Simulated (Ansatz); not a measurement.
Base system: Al in the fcc (Cu type) structure (space group Fm-3m, No. 225; a = 4.041 Å; relaxed with 0.1 eV smearing).

All numbers come from Ansatz (a quantum-chemistry and plane-wave program), PBE, PAW, cutoff 420 eV, no spin-orbit coupling.

Strains are applied to the cell and any free atomic positions relax.

One change was made to it. Results:

| quantity | base | after |
|---|---|---|
| energy relative to the base (free energy F) | 0 meV/atom | +25 meV/atom |
| pressure | 0.0 GPa | 7.0 GPa |

**Question.** Which change produced these results?
A. isotropic strain +0.50 %
B. isotropic strain −2.50 %
C. isotropic strain −0.50 %

**Answer.** B, isotropic strain −2.50 %. For comparison, the energy relative to the base in the other runs: isotropic strain −0.50 % gives +0.9 meV/atom; isotropic strain +0.50 % gives +0.9 meV/atom.

No phonon test of stability was made.
